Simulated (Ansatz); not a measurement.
Base system: CdS in the wurtzite structure (space group P6_3mc, No. 186; a = 4.0741 Å, c = 6.6367 Å). Axes: x lies along a and z along c of the hexagonal cell.

Calculations: LDA (Ansatz, a first-principles code; PAW; 420 eV plane waves; no SOC).

Base values:

* **Gap character**: direct at Γ
* **Electron mass**: 0.11 mₑ along c, 0.11 mₑ across (at Γ)
* **Valence-band top at Γ**: 0.00, 0.00, -0.06 eV

It is then changed as follows: the cell is stretched by 1.80 % along z with no lateral relaxation, atoms relaxed at fixed cell.

Task: What does the calculation give for the gap character, electron mass, energy relative to the base, valence-band top at Γ and stress after the change?

Result: The gap character is still direct at Γ; the electron mass becomes 0.10 mₑ along z, 0.11 mₑ across (at Γ) (base: 0.11 mₑ along c, 0.11 mₑ across (at Γ)); the energy grows by 2.5 meV/atom; the valence-band top at Γ (three highest levels, from the VBM) becomes 0.00, 0.00, -0.12 eV (base: 0.00, 0.00, -0.06 eV); the stress (xx, yy, zz, yz, xz, xy; compression positive) comes out as (-0.86, -0.86, -1.83, 0.00, 0.00, 0.00) GPa.

The cells carry an imposed strain or load. Effective masses come from finite differences of ±0.01 Å⁻¹. Whether these cells are dynamically stable was not tested.
